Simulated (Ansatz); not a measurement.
The starting structures come from a database of crystals and need not be the phases stable at ambient conditions.

By PBEsol, the system below comes out a metal.

Without scattering a metal conducts by its projected Fermi surface.

Here is the system:

```
RuSi
1.0
    4.20650     0.00000     0.00000
   -2.10325     3.64293     0.00000
    2.10325     1.21431     1.71730
Si Ru
1 1
Direct
  0.00000   0.50000   0.50000
  0.00000   0.00000   0.00000
```

The cell is strained (all lengths scaled by 1.02); by PBEsol it stands under a pressure of -15.6 GPa.

The current flows along the normal of the first two printed cell vectors, the (111) plane of the conventional cell. No spin-orbit coupling; the value is a mean over 0.1 eV about the Fermi level.

Question: State the ballistic conductance per area according to PBEsol (Ansatz, a first-principles code).

Answer: 0.45 × 10¹⁵ S/m² for both spins.
